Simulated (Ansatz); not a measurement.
Start from Se (space group P3_121, No. 152; a = 4.5057 Å, c = 4.9913 Å; made of chains). Axes: x lies along a and z along c of the hexagonal cell.

The change: uniaxial stress, 3 GPa compression along x; all other stress components relax to zero.

Levels (all Ansatz, a program for electronic structure, PAW): r2SCAN (500 eV, without spin-orbit coupling); HSE06 (420 eV, without spin-orbit coupling).

The geometry is relaxed with r2SCAN.

- r2SCAN band gap = 1.09 eV

Task: Predict the band gap from HSE06.

Result: The band gap increases by 0.54 eV, from 1.09 eV to 1.63 eV.

Single points use the geometry relaxed with r2SCAN. The hybrid gap comes from the SCF mesh plus the semilocal run's edge points and a few special points and is an upper bound. Load acts through the strain it causes; cell and atoms are relaxed under it. Stability under load was not tested beyond the relaxation. No dispersion term is included, though the crystal is made of layers, chains or molecules, so its spacings can come out too wide.
